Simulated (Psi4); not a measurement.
Psi4 1.11, WB97X/def2-svp: Ga(H)(Br)(NH2) ([NH2][GaH][Br]), 6 atoms. The geometry is a generated start, not checked to be a minimum at this level.

| Item | Value |
|---|---|
| task | energy |
| method | wb97x |
| basis | def2-svp |
| memory | 3 GB |
| maxiter | 100 |
| keys of the molecule block | symmetry c1 |
| scf_type | df (default) |
| e_convergence | 1e-06 (default) |
| d_convergence | 1e-06 (default) |
| dft_radial_points | 75 (default) |
| dft_spherical_points | 302 (default) |
| basis functions | 93 |
| grid points | 129713 |

```xyz
6

Ga    -0.4595     0.2762    -0.6017
H     -1.4566    -0.4241    -1.5289
Br    -0.0638     2.4985    -0.7681
N      0.4355    -0.5940     0.7082
H      1.1127    -0.1623     1.3268
H      0.4316    -1.5943     0.8636
```

With the defaults (diis = true, scf_initial_accelerator = adiis, damping_percentage = 0, guess = auto, which took SAD, soscf = false, soscf_start_convergence = 0.01, diis_max_vecs = 10, level_shift = 0, level_shift_cutoff = 0.01) it converges in 10 SCF iterations. One run each on 2 threads, with these changes:
- diis = false, scf_initial_accelerator = none, damping_percentage = 60
- diis_max_vecs = 6
- guess = sap
- guess = gwh
- guess = sadno
- diis_max_vecs = 20
- guess = sapgau
- level_shift = 0.1, level_shift_cutoff = 0.001
- soscf = true, soscf_start_convergence = 0.001

Task: Name the settings that don't reach the solution of the defaults.

Result: No convergence: diis = false, scf_initial_accelerator = none, damping_percentage = 60 (the run ends without SCF convergence in 100 iterations). The rest reach the solution of the defaults.

| setting | SCF iterations | JK calls | end |
|---|---|---|---|
| soscf = true, soscf_start_convergence = 0.001 | 8 | 19 | same solution |
| the defaults | 10 | 11 | same solution |
| guess = sap | 10 | 10 | same solution |
| diis_max_vecs = 6 | 10 | 11 | same solution |
| guess = sadno | 10 | 10 | same solution |
| level_shift = 0.1, level_shift_cutoff = 0.001 | 10 | 11 | same solution |
| guess = sapgau | 10 | 10 | same solution |
| diis_max_vecs = 20 | 10 | 11 | same solution |
| guess = gwh | 14 | 14 | same solution |
| diis = false, scf_initial_accelerator = none, damping_percentage = 60 | 100 | 101 | no convergence |

An SOSCF iteration holds several JK calls; a Hückel guess adds calls on atoms. 1 further run of the study ended by our limits or in an error and is left out.
